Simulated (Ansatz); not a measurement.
Equilibrium volume per atom (Å³/atom) of solids drawn from the class of silicides and borides, at two levels: PBE (plane waves, PAW; Ansatz, a first-principles code), and r²SCAN+rVV10 in Ansatz (plane waves, PAW).

| solid | PBE | r²SCAN+rVV10 | shift (%) |
|---|---|---|---|
| AlB2-type HfB2 | 9.96 | 9.83 | -1.3 |
| AlB2-type TiB2 | 8.56 | 8.48 | -0.9 |
| C11b MoSi2 | 13.58 | 13.30 | -2.1 |
| C11b WSi2 | 13.67 | 13.35 | -2.3 |
| AlB2-type MgB2 | 9.62 | 9.51 | -1.1 |
| AlB2-type ZrB2 | 10.28 | 10.24 | -0.4 |

The shifts run from -2.3 % to -0.4 %, with a median of -1.2 %.

Of 6 rows, r²SCAN+rVV10 is the larger in 0 and the smaller in 6.

Ansatz's runs of these crystals have no spin polarisation.

Spin–orbit coupling is left out, also for the solids with elements from indium on (AlB2-type HfB2, C11b WSi2); its size isn't shown.

Ansatz's density-functional and Hartree–Fock values are scalar-relativistic unless marked +SOC, with PAW data made under PBE.
